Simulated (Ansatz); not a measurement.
# GaP (model structure, started from the WC type, P-6m2, No. 187, 2 atoms in the cell): c axis length by level of theory

No measured value is used here.

```csv
level (code),value (Å)
PBE (Ansatz),3.132
PBEsol (Ansatz),___
PBE-D3(BJ) (Ansatz),3.128
r²SCAN (Ansatz),3.110
```

Complete the blanks.


- PBEsol (Ansatz, a program for electronic structure), value (Å): 3.121

Ansatz's density-functional and Hartree–Fock values are scalar-relativistic unless marked +SOC, with PAW data made under PBE.

A model structure was made by putting elements into a prototype or built by hand; it is no filed structure, need not be a known phase, and can be a saddle point held by its symmetry.
